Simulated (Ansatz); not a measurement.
The structure below was relaxed with r2SCAN/PAW in Ansatz (a program for electronic structure), without spin-orbit coupling.

Space group I-4m2 (No. 119); a = b = 4.6431 Å, c = 19.6620 Å, α = β = γ = 90.00°

```json
[
 {"atom": "Te", "site": "4f", "symmetry": "2mm.", "x": "0.0000", "y": "0.5000", "z": "0.0838"},
 {"atom": "Te", "site": "2d", "symmetry": "-4m2", "x": "0.5000", "y": "0.0000", "z": "0.2500"},
 {"atom": "Cd", "site": "4e", "symmetry": "2mm.", "x": "0.0000", "y": "0.0000", "z": "0.3333"},
 {"atom": "Hg", "site": "2a", "symmetry": "-4m2", "x": "0.0000", "y": "0.0000", "z": "0.0000"}
]
```

Write out a cell with all atoms.


```xyz
12
Lattice="4.6431 0.0000 0.0000 0.0000 4.6431 0.0000 0.0000 0.0000 19.6620" Properties=species:S:1:pos:R:3 pbc="T T T"
Te     0.0000     2.3215     8.1842
Te     2.3215     0.0000     4.9155
Te     0.0000     2.3215     1.6468
Cd     2.3215     2.3215     3.2781
Hg     0.0000     0.0000     0.0000
Cd     0.0000     0.0000     6.5529
Te     2.3215     0.0000    18.0152
Te     0.0000     2.3215    14.7465
Te     2.3215     0.0000    11.4778
Cd     0.0000     0.0000    13.1091
Hg     2.3215     2.3215     9.8310
Cd     2.3215     2.3215    16.3839
```
This is the conventional cell.

These are small ordered cells, not random alloys; other orderings at the same x differ. Whether these cells are dynamically stable was not tested. The cell was made from HgTe by this change: x(Cd) = 0.667, 6 atoms, I-4m2.
